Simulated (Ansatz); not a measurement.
Functionals compared on a constructed model of the (110) surface of bcc V, a pseudomorphic layer of W in the host's stacking (bottom of the slab: a bare face, its two planes held), in Ansatz (plane waves, PAW). The structure was relaxed with PBE; the other rows are single points on it. Cutoff 420 eV (500 eV for r2SCAN).

Slab: 7 atoms, 13.5 Å thick at the start; k 15x15x1, smearing 0.1 eV, dipole-corrected; 2 atoms held, the rest relaxed; held to the start's symmetry, so lower structures may exist; no spin, no spin-orbit, no U. It is one candidate, not shown to be the stable structure of the face. These notes are the PBE run's.

```json
[
 {"functional": "PBE", "work function of the top face (eV)": "5.01", "rough cost of the single point": "–"},
 {"functional": "RPBE", "work function of the top face (eV)": "4.89", "rough cost of the single point": "about 60 core-seconds (a rough figure)"},
 {"functional": "r2SCAN", "work function of the top face (eV)": "___", "rough cost of the single point": "roughly 2.3 core-minutes"}
]
```

### Question
Some entries are withheld; supply them.

### Answer

- r2SCAN, work function of the top face (eV): 5.13

Ansatz is an electronic-structure program.
